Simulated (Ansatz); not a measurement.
Start from GaN in the wurtzite structure (space group P6_3mc, No. 186).

GaN is taken in the hexagonal space group P6₃mc (No. 186), the wurtzite structure, Pearson symbol hP4. Cell: a = b = 3.1518 Å, c = 5.1383 Å, α = β = 90.00°, γ = 120.00°. Ga on 2b is coordinated by 4 N at 1.927–1.934 Å (tetrahedral). N on 2b is coordinated by 4 Ga at 1.927–1.934 Å (tetrahedral). (Neighbours: up to the widest gap in distance over summed covalent radii, below 1.35, at either atom; cation-cation and far metal-metal contacts left out.)

All numbers come from LDA (Ansatz, a first-principles code, PAW, no SOC).

Before the change:

| Quantity | Result |
|---|---|
| Electron mass | 0.18 mₑ along c, 0.20 mₑ across (at Γ) |
| Valence-band top at Γ | 0.00, 0.00, -0.05 eV |
| Gap character | direct at Γ |

One thing is altered: the cell is scaled by 1.0240 in all directions, atoms relaxed at fixed cell.

Problem. What does the calculation give for the energy relative to the base, electron mass, valence-band top at Γ and gap character after the change?

Solution. The energy goes up by 33 meV/atom; the electron mass becomes 0.14 mₑ along c, 0.16 mₑ across (at Γ) (base: 0.18 mₑ along c, 0.20 mₑ across (at Γ)); the valence-band top at Γ (three highest levels, from the VBM) changes from 0.00, 0.00, -0.05 eV to 0.00, 0.00, -0.04 eV; the gap character stays direct at Γ.

The cells carry an imposed strain or load. Masses are band curvatures over ±0.01 Å⁻¹ around the edge. Whether these cells are dynamically stable was not tested.
